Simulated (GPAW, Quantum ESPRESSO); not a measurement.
A Quantum ESPRESSO input for a self-consistent single point of NiSb (P6_3/mmc, 4 atoms in the cell) (DFT, PBEsol, plane waves, PSlibrary PAW (PBE) pseudopotentials):

```fortran
&control
   calculation = 'scf',
   prefix = 'run',
   outdir = './out',
   pseudo_dir = './',
   tprnfor = .true.,
   tstress = .true.,
/
&system
   ibrav = 0,
   nat = 4,
   ntyp = 2,
   ecutwfc = 50,
   ecutrho = 300,
   occupations = 'smearing',
   smearing = 'gauss',
   degauss = 0.0147,
   input_dft = 'pbesol',
/
&electrons
   conv_thr = 1.0d-10,
   mixing_beta = 0.7,
/
ATOMIC_SPECIES
Ni    58.6934  Ni.pbe-n-kjpaw_psl.1.0.0.UPF
Sb   121.7600  Sb.pbe-n-kjpaw_psl.1.0.0.UPF
ATOMIC_POSITIONS crystal
Ni    0.000000000    0.000000000    0.500000000
Ni    0.000000000    0.000000000    0.000000000
Sb    0.333333333    0.666666667    0.250000000
Sb    0.666666667    0.333333333    0.750000000
K_POINTS automatic
8 8 5  0 0 0
CELL_PARAMETERS angstrom
   1.978362144    -3.426623750     0.000000000
   1.978362144     3.426623750     0.000000000
   0.000000000     0.000000000     5.164884000
```

**Question.** Write the same calculation as an input for GPAW.

**Answer.** One input that does it (others would too):

```python
from ase import Atoms
from ase.units import GPa
from gpaw import GPAW, PW

atoms = Atoms(['Ni', 'Ni', 'Sb', 'Sb'],
              cell=[[1.978362, -3.426624, 0.000000],
                    [1.978362, 3.426624, 0.000000],
                    [0.000000, 0.000000, 5.164884]],
              scaled_positions=[[0.000000, 0.000000, 0.500000],
                                [0.000000, 0.000000, 0.000000],
                                [0.333333, 0.666667, 0.250000],
                                [0.666667, 0.333333, 0.750000]],
              pbc=True)

calc = GPAW(mode=PW(800),
            xc='PBEsol',
            kpts={'size': (8, 8, 5), 'gamma': True},
            occupations={'name': 'methfessel-paxton', 'width': 0.2, 'order': 0},
            nbands=-10,
            convergence={'density': 1e-05, 'energy': 1e-05},
            symmetry={'symmorphic': False, 'tolerance': 0.0005},
            maxiter=100,
            txt='-')

atoms.calc = calc

energy = atoms.get_potential_energy()
print('Energy (eV):', round(energy, 6))
forces = atoms.get_forces()
print('Forces (eV/Ang):')
print(forces.round(5))
stress = atoms.get_stress()
print('Stress (GPa, Voigt):', (stress / GPa).round(4))
```

Basis settings and potentials, where a program has them, do not carry over. This input uses DFT PBEsol, plane waves, GPAW PAW datasets PBEsol (made by gpaw-setup). Both were run: pressure -4.80 GPa in Quantum ESPRESSO and -4.58 in GPAW.

On GPAW: the starting cell has typed, rounded lattice constants, without a prior relaxation at this level. Its lattice was rescaled by a random factor within 2.5 % of one. Spin polarisation is off. With a pressure of about -5 GPa the cell is away from its equilibrium volume at this level.

On Quantum ESPRESSO: the starting cell has typed, rounded lattice constants, without a prior relaxation at this level. Its lattice was rescaled by a random factor within 2.5 % of one. Spin polarisation is off. With a pressure of about -5 GPa the cell is away from its equilibrium volume at this level.
